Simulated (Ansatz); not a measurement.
Reference: BN (Fmm2), r2SCAN+D4, rigid bands (plane waves, PAW, scalar-relativistic; Ansatz, a first-principles code); axes and stresses refer to this cell.

```
CELL_PARAMETERS angstrom
      0.00000     3.33180     2.16205
      1.25004     0.00000     2.16205
      1.25004     3.33180     0.00000
ATOMIC_POSITIONS crystal
  B  0.00011 0.00011 0.99989
  N  0.66659 0.66659 0.33341
```

* **hole mass along x**: 0.81 mₑ
* **band gap**: 4.01 eV
* **hole conductivity mass**: 0.94 mₑ

Question: Change: hydrostatic pressure 2 GPa. What happens to hole mass along x, band gap, hole conductivity mass?

Answer: hole mass along x grows to 0.89 mₑ; band gap decreases to 3.74 eV; hole conductivity mass moves little, to 0.93 mₑ.

Question: Change: hydrostatic pressure 5 GPa. What happens to hole mass along x, band gap, hole conductivity mass?

Answer: hole mass along x goes up to 1.00 mₑ; band gap falls to 3.44 eV; hole conductivity mass falls to 0.91 mₑ.

Masses are for dilute carriers at 300 K, harmonic means over directions unless an axis is named. Spin-orbit coupling is left out unless a row names it. Stresses and pressures are the targets of the relaxation.  The structure type is held under load, also where the real crystal would transform.

Computed structure with no diffraction record at hand here (it may be known, metastable or hypothetical): BN (Fmm2).
